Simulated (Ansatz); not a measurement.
Base system: Y in the hcp (Mg type) structure (space group P6_3/mmc, No. 194; a = 3.594 Å, c = 5.610 Å; relaxed with 0.1 eV smearing).

All numbers come from Kohn–Sham DFT with the PBEsol functional, run in Ansatz (a quantum-chemistry and plane-wave program) with PAW and 420 eV plane waves, without spin-orbit coupling.

Before the change:

The pressure is 0.0 GPa and the band gap is zero.

Perturbation: an isotropic linear strain of +2.00 %, atoms relaxed at fixed cell.

Q: What happens to the energy relative to the base?

A: The energy rises by 14 meV/atom.

Q: What happens to the pressure?

A: The pressure (mean of the normal stresses, compression positive) goes from zero to -2.3 GPa.

Q: How does this affect the band gap?

A: The band gap is still zero.

No phonon test of stability was made. The final runs are not spin-polarised.
